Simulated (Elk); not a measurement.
Worked example: self-consistent single point of Rh (Fm-3m, 1 atom in the cell) in Elk.

Computed with Elk with PBEsol, all-electron FP-LAPW, Elk's shipped species files, APW+lo basis with extra local orbitals.

```xyz
1
Lattice="0.0000 1.8596 1.8596 1.8596 0.0000 1.8596 1.8596 1.8596 0.0000" Properties=species:S:1:pos:R:3 pbc="T T T"
Rh     0.0000     0.0000     0.0000
```

Reference input (self-consistent single point, DFT, PBE, all-electron FP-LAPW, Elk's shipped species files, APW+lo basis with extra local orbitals): xctype = 20; rgkmax = 8; stype = 0; swidth = 0.00734986 Ha; ngridk = 12 12 12; gmaxvr = 16 1/bohr; nxlo = 2; lorbcnd = true; rmtscf = 0.9; lmaxi = 2; maxscl = 100. This run's input differs from it in these lines:

```diff
@@ -4,3 +4,3 @@
 xctype
-  20
+  22
```

Output, abridged:

```
│ Self-consistent loop started │
│ Loop number : 1 │
 total energy                :     -4781.70273488
│ Loop number : 2 │
 total energy                :     -4781.88644202
RMS change in Kohn-Sham potential (target) :   0.1379024867     (  0.1000000000E-05)
Absolute change in total energy (target)   :   0.1837071345     (  0.1000000000E-03)
│ Loop number : 3 │
 total energy                :     -4782.19273277
RMS change in Kohn-Sham potential (target) :   0.1288340762     (  0.1000000000E-05)
Absolute change in total energy (target)   :   0.3522175363     (  0.1000000000E-03)
│ Loop number : 4 │
   [... lines left out ...]
Absolute change in total energy (target)   :   0.4125031919E-03 (  0.1000000000E-03)
│ Loop number : 14 │
 total energy                :     -4782.95336251
RMS change in Kohn-Sham potential (target) :   0.1296349856E-06 (  0.1000000000E-05)
Absolute change in total energy (target)   :   0.1160892098E-03 (  0.1000000000E-03)
│ Loop number : 15 │
 total energy                :     -4782.95336077
RMS change in Kohn-Sham potential (target) :   0.4961161937E-07 (  0.1000000000E-05)
Absolute change in total energy (target)   :   0.2728390700E-04 (  0.1000000000E-03)
Convergence targets achieved

│ Loop number : 16 │

Energies :
 Fermi                       :     0.502425657232
 total energy                :     -4782.95335897

Density of states at Fermi energy :    24.52761249
 (states/Hartree/unit cell)

Estimated indirect band gap :   0.5037100309E-02
 from k-point     11 to k-point     41
Estimated direct band gap   :   0.9136186705E-02
 at k-point     21

Charges :
 core                        :    28.00000000
 valence                     :    17.00000000
 interstitial                :    1.560518735
 muffin-tins (core leakage)
  species :    1 (Rh)
   atom    1                 :    43.43948126     (  0.1292533689E-06)
 total in muffin-tins        :    43.43948126
 total calculated charge     :    45.00309268
 total charge                :    45.00000000
 error                       :   0.3092684015E-02

│ Self-consistent loop stopped │
```

The run converged in 16 iterations. The count includes the last loop, which Elk runs after its targets are met. 

The starting cell comes from a database of computed structures (which also holds hypothetical and non-ambient phases and stackings), without a prior relaxation at this level. Its lattice was rescaled by a random factor within 2.5 % of one. Spin polarisation is off. Values depend on the basis (sphere radii, cutoffs, local orbitals), which need not be converged. The log's line on a gap gives a spacing of levels on this mesh, which the program prints for metals too.
